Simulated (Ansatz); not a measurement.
Start from BAs in the zinc blende structure (space group F-43m, No. 216).

```yaml
crystal:
  lattice:
    - [0.00000, 2.36609, 2.36609]
    - [2.36609, 0.00000, 2.36609]
    - [2.36609, 2.36609, 0.00000]
  atoms:
    - { symbol: B, position: [0.00000, 0.00000, 0.00000] }
    - { symbol: As, position: [0.25000, 0.25000, 0.25000] }
```

Cartesian axes are those of the cell as printed.

Level of theory: LDA (Ansatz, an electronic-structure program, PAW, spin-orbit coupling left out).

For the base:

- Smallest direct gap: 3.29 eV
- Shortest interatomic distance: 2.049 Å
- Valence-band top at Γ: 0.00, 0.00, 0.00 eV
- Band gap: 1.11 eV

Now apply this change: a pure shear with ε_xy = ε_yx = 0.0057, atoms relaxed at fixed cell.

Q: How does this affect the smallest direct gap?

A: The smallest direct gap falls by 0.14 eV to 3.15 eV.

Q: How does this affect the stress?

A: The stress (xx, yy, zz, yz, xz, xy; compression positive) comes out as (0.02, 0.02, 0.00, 0.00, 0.00, -1.78) GPa.

Q: What does the calculation give for the shortest interatomic distance after the change?

A: The shortest interatomic distance decreases by 0.005 Å (2.049 Å → 2.044 Å).

Q: What does the calculation give for the valence-band top at Γ after the change?

A: The valence-band top at Γ (three highest levels, from the VBM) changes from 0.00, 0.00, 0.00 eV to 0.00, -0.05, -0.10 eV.

Q: How does this affect the band gap?

A: The band gap drops by 0.064 eV, from 1.11 eV to 1.04 eV.

The cells carry an imposed strain or load. No phonon test of stability was made.
